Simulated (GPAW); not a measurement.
Worked example: self-consistent single point of H4BrN (P-43m, 6 atoms in the cell) in GPAW

Method: PBEsol, GPAW PAW datasets PBEsol (made by gpaw-setup) (plane waves; GPAW).

Input as run:

```python
from ase import Atoms
from ase.units import GPa
from gpaw import GPAW, PW, FermiDirac

atoms = Atoms(['N', 'Br', 'H', 'H', 'H', 'H'],
              cell=[[4.000000, 0.000000, 0.000000],
                    [0.000000, 4.000000, 0.000000],
                    [0.000000, 0.000000, 4.000000]],
              scaled_positions=[[0.000000, 0.000000, 0.000000],
                                [0.500000, 0.500000, 0.500000],
                                [0.148000, 0.148000, 0.148000],
                                [0.148000, 0.852000, 0.852000],
                                [0.852000, 0.852000, 0.148000],
                                [0.852000, 0.148000, 0.852000]],
              pbc=True)

calc = GPAW(mode=PW(900),
            xc='PBEsol',
            kpts={'size': (6, 6, 6), 'gamma': True},
            occupations=FermiDirac(0.05),
            nbands=-12,
            convergence={'forces': 0.001},
            symmetry={'symmorphic': False, 'tolerance': 0.0005},
            maxiter=150,
            txt='-')

atoms.calc = calc

energy = atoms.get_potential_energy()
print('Energy (eV):', round(energy, 6))
forces = atoms.get_forces()
print('Forces (eV/Ang):')
print(forces.round(5))
stress = atoms.get_stress()
print('Stress (GPa, Voigt):', (stress / GPa).round(4))
```

Output, abridged:

```
Input parameters:
  convergence: {forces: 0.001}
  kpts: {gamma: True,
         size: (6, 6, 6)}
  maxiter: 150
  mode: {ecut: 900.0000000000001,
         name: pw}
  nbands: -12
  occupations: {fixmagmom: False,
                name: fermi-dirac,
                width: 0.05}
  symmetry: {symmorphic: False,
             tolerance: 0.0005}
  xc: PBEsol

species:
  N:
    name: Nitrogen
    Z: 7.0
    valence: 5
    core: 2
    charge: 0.0
    file: N.PBEsol.gz

    # Using partial waves for N as LCAO basis

  Br:
    name: Bromine
    Z: 35.0
    valence: 7
    core: 28
    charge: 0.0
    file: Br.PBEsol.gz

    # Using partial waves for Br as LCAO basis

  H:
    name: Hydrogen
    Z: 1.0
    valence: 1
    core: 0
    charge: 0.0
    file: H.PBEsol.gz

    # Using partial waves for H as LCAO basis

Reference energy: -72380.304305  # eV

Spin-paired calculation

Convergence criteria:
 Maximum [total energy] change in last 3 cyles: 0.0005 eV / valence electron
 Maximum integral of absolute [dens]ity change: 0.0001 electrons / valence electron
 Maximum integral of absolute [eigenst]ate change: 4e-08 eV^2 / valence electron
 Maximum change in the atomic [forces] across last 2 cycles: 0.001 eV/Ang OR
Maximum error relative to the maximum force is below inf
 Maximum number of scf [iter]ations: 150

Symmetries present (total): 24
Symmetries with fractional translations: 0
216 k-points: 6 x 6 x 6 Monkhorst-Pack grid + [1/12,1/12,1/12]
20 k-points in the irreducible part of the Brillouin zone
       k-points in crystal coordinates                weights
   0:     0.00000000    0.00000000    0.00000000          1/216
   1:     0.16666667    0.00000000    0.00000000          6/216
   2:     0.16666667    0.16666667    0.00000000         12/216
   [... 7 lines left out ...]
          ...
  19:     0.50000000    0.50000000    0.50000000          1/216

Wave functions: Plane wave expansion
  Cutoff energy: 900.000 eV
  Number of coefficients (min, max): 3887, 3948
  Pulay-stress correction: 0.000000 eV/Ang^3 (de/decut=0.000000)

Occupation numbers: Fermi-Dirac:
  width: 0.0500  # eV

Eigensolver

Densities:
  Coarse grid: 28*28*28 grid
  Fine grid: 56*56*56 grid
  Total Charge: 0.000000

Density mixing:
  Method: separate
  Backend: pulay
  Linear mixing parameter: 0.05
  old densities: 5
  Damping of long wavelength oscillations: 50

Hamiltonian:
  XC and Coulomb potentials evaluated on a 56*56*56 grid
  External potential:
    NoExternalPotential

XC parameters: PBEsol with 2 nearest neighbor stencil

Number of atoms: 6
Number of atomic orbitals: 12
Number of bands in calculation: 20
Number of valence electrons: 16
Bands to converge: occupied

Density initialized from atomic densities
  12 bands from LCAO basis set
  8 bands from random numbers

Atomic positions and initial magnetic moments

Positions:
   0 N      0.000000    0.000000    0.000000    ( 0.0000,  0.0000,  0.0000)
   1 Br     2.000000    2.000000    2.000000    ( 0.0000,  0.0000,  0.0000)
   2 H      0.592000    0.592000    0.592000    ( 0.0000,  0.0000,  0.0000)
   3 H      0.592000    3.408000    3.408000    ( 0.0000,  0.0000,  0.0000)
   4 H      3.408000    3.408000    0.592000    ( 0.0000,  0.0000,  0.0000)
   5 H      3.408000    0.592000    3.408000    ( 0.0000,  0.0000,  0.0000)

Unit cell:
           periodic     x           y           z      points  spacing
  1. axis:    yes    4.000000    0.000000    0.000000    28     0.1429
  2. axis:    yes    0.000000    4.000000    0.000000    28     0.1429
  3. axis:    yes    0.000000    0.000000    4.000000    28     0.1429

  Lengths:   4.000000   4.000000   4.000000
  Angles:   90.000000  90.000000  90.000000

Effective grid spacing dv^(1/3) = 0.1429

     iter     time        total  log10-change:
                         energy   eigst   dens  force
iter:   1 --:--:--   -29.182441
iter:   2 --:--:--   -28.835496   -1.81  -0.78
iter:   3 --:--:--   -27.618175   -1.33  -0.82
iter:   4 --:--:--   -27.595604   -3.03  -1.13
iter:   5 --:--:--   -27.587173   -2.69  -1.22
iter:   6 --:--:--   -27.585308   -2.85  -1.78
iter:   7 --:--:--   -27.574296   -3.19  -1.83
iter:   8 --:--:--   -27.574426   -5.41  -2.54
iter:   9 --:--:--   -27.574531c  -5.69  -2.61
iter:  10 --:--:--   -27.574481c  -5.12  -2.76
iter:  11 --:--:--   -27.574480c  -7.28  -3.78
iter:  12 --:--:--   -27.574480c  -7.79c -3.79
iter:  13 --:--:--   -27.574481c  -7.17  -3.85
iter:  14 --:--:--   -27.574481c  -8.40c -3.89
iter:  15 --:--:--   -27.574481c  -9.75c -4.02c
iter:  16 --:--:--   -27.574481c  -7.49c -4.02c -2.90
iter:  17 --:--:--   -27.574481c  -9.13c -4.75c -4.02c

Converged after 17 iterations.

Dipole moment: (-0.000000, -0.000000, -0.000000) |e|*Ang

Energy contributions relative to reference atoms: (reference = -72380.304305)

Kinetic:        +31.777039
Potential:      -35.097745
External:        +0.000000
XC:             -24.392258
Entropy (-ST):   -0.000000
Local:           +0.138484
SIC:             +0.000000
--------------------------
Free energy:    -27.574481
Extrapolated:   -27.574481

Showing only first 2 kpts
 Kpt  Band  Eigenvalues  Occupancy
  0     6      0.24171    2.00000
  0     7      0.24171    2.00000
  0     8      4.43006    0.00000
  0     9      7.11758    0.00000

  1     6      0.21106    2.00000
  1     7      0.21106    2.00000
  1     8      5.09299    0.00000
  1     9      7.37207    0.00000

Fermi level: 1.61983

Gap: 4.102 eV
Transition (v -> c):
  (s=0, k=16, n=7, [0.50, 0.50, 0.00]) -> (s=0, k=0, n=8, [0.00, 0.00, 0.00])
Direct/indirect transitions are different
Direct gap: 4.188 eV
Transition at: (s=0, k=0, n=7, [0.00, 0.00, 0.00])
Energy (eV): -27.574481

Forces in eV/Ang:
  0 N     0.00000    0.00000    0.00000
  1 Br    0.00000    0.00000    0.00000
  2 H     0.48155    0.48155    0.48155
  3 H     0.48155   -0.48155   -0.48155
  4 H    -0.48155   -0.48155    0.48155
  5 H    -0.48155    0.48155   -0.48155

Stress tensor:
    -0.014432     0.000000    -0.000000
     0.000000    -0.014432    -0.000000
    -0.000000    -0.000000    -0.014432
Stress (GPa, Voigt): [-2.3122 -2.3122 -2.3122 -0.     -0.      0.    ]
```

The run converged in 17 iterations. GPAW prints stress with tension positive.

At such cutoffs GPAW's stress carries a finite-basis (Pulay) error, which enters relaxed cells too; its log prints stress with tension positive.

The starting cell comes from a database of published, mostly measured structures (it also holds non-ambient and calculated ones), without a prior relaxation at this level. The log's line on a gap gives a spacing of levels on this mesh, which the program prints for metals too.

Cost on one core of a shared machine: roughly 40 s.
